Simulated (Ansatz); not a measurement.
## SnO2: stress against strain

SnO2 (rutile, P4_2/mnm, 12.578 Å³/atom at rest, c along z) under an equal strain ε in the (001) plane with the normal axis free, as in a coherent film. PBE in Ansatz, a plane-wave DFT program (PAW, default set), 420 eV, 7×7×10 Γ-centred mesh, Fermi-Dirac smearing 0.05 eV; ions are relaxed within the symmetry of each cell. Stress is positive for a compressed cell.

Here s stands for strain and y for stress xx.

```
strain (%)  stress xx (GPa)
----------  ---------------
-3.00                     ?
-1.20                  3.30
-0.60                  1.61
0.00                   0.00
0.60                  -1.54
1.20                  -2.99
```

The 5 complete rows are fitted with a straight line, y against s. Means: s 0, y 0.076. About the means, the sum of products is -9.4380 and the sum of squares of s is 3.6000; the slope is their ratio. Least squares gives y = 0.076 - 2.6217·s. Residuals (row less fit): 0.078, -0.039, -0.076, -0.043, 0.080; standard error 0.085 (degrees of freedom: 3). The slope gives the biaxial elastic modulus of this plane = 262 ± 4 GPa.

Problem. Predict the withheld y at s = -3.00 from the fit, and compare with the calculation.

Solution. y = 0.076 - 2.6217 × (-3.0) = 7.941 GPa. The calculation gives 8.76 GPa, 0.819 GPa above the prediction (7.0 % of the range of y in the table). The row lies outside the fitted rows, so this is an extrapolation. From the scatter of the fitted rows alone, a prediction at this place has a standard error of 0.163 GPa, so the miss is 5.0 times that.

One order more, fitted to all 11 runs of the series, follows each within 0.03, so the miss is the next term of a smooth law. Rows are the converged runs of the series near zero and its far end; series whose fitted rows scatter by over a few per cent of the range, as at a crossing or softening among them, aren't shown in this form. Most that stay on the fit to the last digits aren't either.
